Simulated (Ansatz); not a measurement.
Bulk modulus B0 of Pt3Ga (Pm-3m, No. 221, 4 atoms in the cell; start mp-11407) at several levels of theory

No measured value is used here.

| level (code) | value (GPa) | cell (Å³/atom) |
|---|---|---|
| LDA (Ansatz) | 266 | 14.42 |
| PBEsol (Ansatz) | 249 | 14.71 |
| r²SCAN (Ansatz) | 240 | 14.92 |

The crystal itself was run without spin with r²SCAN; a magnetic state was not tried in these runs. Density-functional levels without +SOC have no spin–orbit coupling. LDA, PBEsol, r²SCAN: the bulk modulus is −V dP/dV from two relaxed cells at ±2 % in volume. LDA, PBEsol, r²SCAN: the relaxation could not lower the start's symmetry, so the cell can be a saddle point above a distorted one. Each level is taken at its own relaxed cell. Cutoffs differ between the levels. Ansatz's density-functional and Hartree–Fock values are scalar-relativistic unless marked +SOC, with PAW data made under PBE.

A start named mp-… is a Materials Project structure, which need not be a measured phase.

Ansatz is an electronic-structure program.
